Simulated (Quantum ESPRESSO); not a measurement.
# Quick settings and what they miss: LaRh₃C (Pm-3m, 5 atoms in the cell)

Self-consistent single point.

```xyz
5
Lattice="4.3015 0.0000 0.0000 0.0000 4.3015 0.0000 0.0000 0.0000 4.3015" Properties=species:S:1:pos:R:3 pbc="T T T"
La     2.1508     2.1508     2.1508
Rh     2.1508     0.0000     0.0000
Rh     0.0000     2.1508     0.0000
Rh     0.0000     0.0000     2.1508
C      0.0000     0.0000     0.0000
```

Computed with PBEsol, GBRV 1.5 ultrasoft (PBESOL) pseudopotentials (plane waves; Quantum ESPRESSO).

Base settings: ecutwfc = 40 Ry; ecutrho = 320 Ry; occupations = smearing; smearing = fermi-dirac; degauss = 0.0073499 Ry; potentials = {La: la_pbesol_v1.uspp.F.UPF, Rh: rh_pbesol_v1.4.uspp.F.UPF, C: c_pbesol_v1.2.uspp.F.UPF}; K_POINTS = automatic 6 6 6 0 0 0; conv_thr = 1e-10 Ry; mixing_beta = 0.5.

Tight run (finer mesh or higher cutoff; not a proven limit): ecutwfc: 40 Ry → 56 Ry; ecutrho: 320 Ry → 448 Ry; conv_thr: 1e-10 Ry → 7.3e-11 Ry; K_POINTS: automatic 6 6 6 0 0 0 → automatic 9 9 9 0 0 0. It gave Fermi level (on the code's own zero) 17.04 eV; pressure -12.34 GPa.

Quick runs, as changes from the base:
- A: the base itself
- B: ecutwfc: 40 Ry → 24 Ry; ecutrho: 320 Ry → 192 Ry
- C: smearing: fermi-dirac → marzari-vanderbilt; degauss: 0.0073499 Ry → 0.0099958 Ry; conv_thr: 1e-10 Ry → 7.3e-05 Ry; K_POINTS: automatic 6 6 6 0 0 0 → automatic 4 4 4 1 1 1
- D: ecutwfc: 40 Ry → 24 Ry; ecutrho: 320 Ry → 192 Ry; smearing: fermi-dirac → gaussian; degauss: 0.0073499 Ry → 0.0147 Ry; K_POINTS: automatic 6 6 6 0 0 0 → automatic 3 3 3 1 1 1
- E: ecutwfc: 40 Ry → 28 Ry; ecutrho: 320 Ry → 224 Ry; smearing: fermi-dirac → gaussian; degauss: 0.0073499 Ry → 0.0147 Ry; K_POINTS: automatic 6 6 6 0 0 0 → automatic 8 8 8 1 1 1
- F: ecutwfc: 40 Ry → 20 Ry; ecutrho: 320 Ry → 160 Ry; degauss: 0.0073499 Ry → 0.019992 Ry; K_POINTS: automatic 6 6 6 0 0 0 → automatic 4 4 4 0 0 0

Energies are extrapolated to zero smearing width, which holds to low order in the width alone (under cold and Methfessel-Paxton smearing the free energy itself is taken).

Dashes: pressure of C, not trusted under this conv_thr with d or f elements.

The count of work is k-points × plane waves × bands × iterations; it is no time. Core times come from one kind of shared machine and are given to one figure; runs under 30 s give none.

The starting cell comes from a database of computed structures (which also holds hypothetical and non-ambient phases and stackings), without a prior relaxation at this level. Its lattice was rescaled by a random factor within 2.5 % of one. Spin polarisation is off. In the base run, with a pressure of about -13 GPa the cell is away from its equilibrium volume at this level.

```
run  energy less tight (meV/atom)  pressure less tight (GPa)  count of work / tight  core time / tight (rough)
---  ----------------------------  -------------------------  ---------------------  -------------------------
A                             8.6                      -1.15                   0.26                        0.4
B                          4309.4                    -205.63                   0.12                        0.2
C                             9.6                          –                  0.033                        0.2
D                          4330.4                    -206.91                  0.029                        0.1
E                          1222.1                     -76.04                   0.19                        0.2
F                         13398.8                    -484.56                  0.048                        0.1
```

Among the runs at the tight run's level, the energy misses run from 8.6 to 13398.8 meV/atom.
